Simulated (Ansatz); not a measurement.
Start from SnTe in the rock salt structure (space group Fm-3m, No. 225; a = 6.235 Å). Axes: x, y, z lie along the cube axes.

The values are results of Ansatz (a first-principles code), LDA, PAW, cutoff 420 eV, no spin-orbit coupling, not measurements.

The change: tensile biaxial strain of 2.00 % in the plane normal to [001], as in epitaxy on a mismatched substrate; the out-of-plane cell vector and the atoms relax.

Q: What does the calculation give for the energy relative to the base and out-of-plane strain after the change?

A: The energy grows by 10 meV/atom; the out-of-plane strain amounts to -0.07 %.

Stability against distortions was not tested.
